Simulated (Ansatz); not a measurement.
**Cubic perovskite BaZrO₃**

Computed with PBE-D3(BJ) (Ansatz, a program for electronic structure, plane waves, PAW).

Run with plane-wave cutoff 500 eV, 8×8×8 k mesh, gaussian smearing 0.02 eV, scalar-relativistic PAW data made under PBE.

Cell (relaxed at this level):

Space group Pm-3m (No. 221); a = 4.203 Å, b = 4.203 Å, c = 4.203 Å, α = 90.00°, β = 90.00°, γ = 90.00°

```json
[
 {"atom": "Ba", "site": "1a", "symmetry": "m-3m", "x": "0.0000", "y": "0.0000", "z": "0.0000"},
 {"atom": "Zr", "site": "1b", "symmetry": "m-3m", "x": "0.5000", "y": "0.5000", "z": "0.5000"},
 {"atom": "O", "site": "3c", "symmetry": "4/mm.m", "x": "0.0000", "y": "0.5000", "z": "0.5000"}
]
```

For cubic perovskite BaZrO₃, the band gap comes out as 3.22 eV (on the SCF k mesh).

Measured, for comparison: band gap 5.3 eV (temperature not stated, no zero-point or thermal correction, first of three measured values (5.3, 4.86, 4.8), our sources range from 4.86 to 5.30; as tabulated in Lindman et al. (2015), arXiv:1503.06612).

Spin–orbit coupling is not included.

Computed values are for the static lattice.
